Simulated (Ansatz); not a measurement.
Start from Ti in the hcp (Mg type) structure (space group P6_3/mmc, No. 194).

```
CELL_PARAMETERS angstrom
      2.93590     0.00000     0.00000
     -1.46795     2.54256     0.00000
      0.00000     0.00000     4.63646
ATOMIC_POSITIONS crystal
  Ti 0.66667 0.33333 0.75000
  Ti 0.33333 0.66667 0.25000
```

The values are results of r2SCAN (Ansatz, a program for electronic structure; PAW; 500 eV plane waves; scalar-relativistic without spin-orbit coupling), not measurements.

Before the change:

| Quantity | Value |
|---|---|
| Shortest interatomic distance | 2.872 Å |

It is then changed as follows: a hydrostatic pressure of 15 GPa.

Task: Predict the new shortest interatomic distance.

Result: The shortest interatomic distance decreases by 0.100 Å to 2.772 Å.

Load acts through the strain it causes; cell and atoms are relaxed under it. Whether these cells are dynamically stable was not tested. Competing high-pressure phases were not computed. All final runs are without spin polarisation.
